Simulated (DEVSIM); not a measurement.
## CdS/CdTe n-p heterojunction

Device: CdS/CdTe n-p heterojunction, at 350 K.

| layer (left to right) | material | thickness (μm) | Nd (cm⁻³) | Na (cm⁻³) | τn (s) | τp (s) |
|---|---|---|---|---|---|---|
| 1 | CdS | 0.760 | 4.5e17 | - | 4.7e-10 | 4.7e-10 |
| 2 | CdTe | 0.900 | - | 8.7e16 | 4.7e-10 | 4.7e-10 |

Left contact: ohmic. Right contact: ohmic. Voltage is applied to the left contact. Recombination: SRH at mid-gap, radiative, Auger. Mobility is μmin + (μ − μmin)/(1 + (N/Nref)^α).

The device is made up for the run: typed textbook-type constants, with dimensions and the other settings drawn at random. Values at 300 K; Nc and Nv go as T^1.5, mobilities as T to minus their exponent, the gap by Varshni's rule with the affinity fixed.

```csv
parameter,CdS,CdTe
gap (eV),2.4,1.5
affinity (eV),4.3,4.28
permittivity,9,10.2
Nc (cm⁻³),2.2e18,8e17
Nv (cm⁻³),1.8e19,1.8e19
μn (cm²/Vs),300,1000
μp (cm²/Vs),25,80
"μn,min",30,100
"μp,min",3,10
"Nref,n",1e17,1e17
"Nref,p",1e17,1e17
αn,0.6,0.6
αp,0.6,0.6
T exponent of μn,1.5,1.7
T exponent of μp,1.5,1.5
B (cm³/s),1e-10,1e-10
Cn (cm⁶/s),1e-30,1e-30
Cp (cm⁶/s),1e-30,1e-30
Varshni α (eV/K),0.00039,0.00031
Varshni β (K),103,108
```

DEVSIM, 1D drift-diffusion, Boltzmann statistics, complete ionisation; no tunnelling, impact ionisation, image-force lowering or self-heating. Band offsets follow the typed affinities; no thermionic-emission limit at abrupt steps, no polarisation charge.

The potential step across the device at zero bias is 1.243 V. The largest field in the device at zero bias comes out as 190000 V/cm. The dark forward voltage at 1 A/cm² is 0.988 V and the dark forward voltage at 100 A/cm² comes out as 1.146 V.

Small-signal capacitance in reverse bias (quasi-static):

| V (V) | C (nF/cm²) |
|---|---|
| 0.4 | 57.1 |
| 1 | 48.6 |
| 2 | 40.3 |
| 3 | 35.1 |
| 4 | 31.6 |

Dark forward current:

(V (V), J (A/cm²)): (-0.05, -1.7e-8); (-0.10, -5.5e-8); (-0.20, -3.4e-7); (-0.25, -8.1e-7); (-0.30, -1.9e-6); (-0.40, -1.1e-5); (-0.45, -2.6e-5); (-0.55, -0.00015); (-0.60, -0.00035); (-0.65, -0.00084); (-0.75, -0.0051); (-0.80, -0.013); (-0.85, -0.036); (-0.95, -0.36); (-1.00, -1.4); (-1.10, -27); (-1.15, -110); (-1.20, -380); (-1.30, -1900); (-1.35, -3300)
